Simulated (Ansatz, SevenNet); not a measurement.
For wurtzite BN (high-pressure phase), the machine-learned potential SevenNet-0 (trained on PBE and PBE+U data) gives:

* **lattice parameter a**: 2.555 Å
* **lattice parameter c**: 4.224 Å

### Question
What does HSE06 (Ansatz, an electronic-structure program, plane waves, PAW) give for the same quantities?

### Answer

- lattice constant a: 2.535 Å (shrinks by 0.8 %)
- lattice parameter c: 4.191 Å (decreases by 0.8 %)

For comparison: lattice constant a 2.55 Å (measured, temperature not stated, not corrected to a static lattice; as tabulated in Doll et al. (2008), arXiv:0810.5476); lattice parameter c 4.2 Å (measured, temperature not stated, not corrected to a static lattice; as tabulated in Doll et al. (2008), arXiv:0810.5476).

Changes are worked out from the printed values.

Unless a cell is named, each level is at its own relaxed cell (SevenNet-0 5.97, HSE06 5.83 Å³/atom).

Ansatz's density-functional and Hartree–Fock values are scalar-relativistic unless marked +SOC, with PAW data made under PBE.
